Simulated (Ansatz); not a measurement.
N on the 1x1 (100) surface of fcc Cu, one in a 1x1 cell, energies for each (6.6 Å²). Energies are against ½ N2(g), without zero-point or thermal terms; each row is named by its start.

Calculation: PBE (plane waves to 420 eV, PAW; Ansatz, a quantum-chemistry and plane-wave program).

Which site binds most strongly?
(A) top Cu
(B) bridge Cu-Cu (span 2.6 Å)
(C) hollow Cu-Cu-Cu-Cu over Cu at depth 1.8 Å

C, hollow Cu-Cu-Cu-Cu over Cu at depth 1.8 Å. Adsorption energies: hollow Cu-Cu-Cu-Cu over Cu at depth 1.8 Å 2.14 eV; bridge Cu-Cu (span 2.6 Å) 2.99 eV; top Cu 3.77 eV.
